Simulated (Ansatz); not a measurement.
# How the cohesive energy of GaP (model structure, started from the NiAs type, P6₃/mmc, No. 194, 4 atoms in the cell) moves with the method

No measured value is used here.

| level (code) | value (eV/atom) | cell (Å³/atom) |
|---|---|---|
| PBEsol (Ansatz) | [?] | 16.63 |
| r²SCAN (Ansatz) | 3.10 | 16.91 |
| r²SCAN+rVV10 (Ansatz) | 3.30 | 16.76 |

Some entries are withheld; supply them.


- PBEsol (Ansatz, a first-principles code), value (eV/atom): 3.51

Each level is taken at its own relaxed cell. Cutoffs differ between the levels. Ansatz's density-functional and Hartree–Fock values are scalar-relativistic unless marked +SOC, with PAW data made under PBE.

A model structure was made by putting elements into a prototype or built by hand; it is no filed structure, need not be a known phase, and can be a saddle point held by its symmetry.
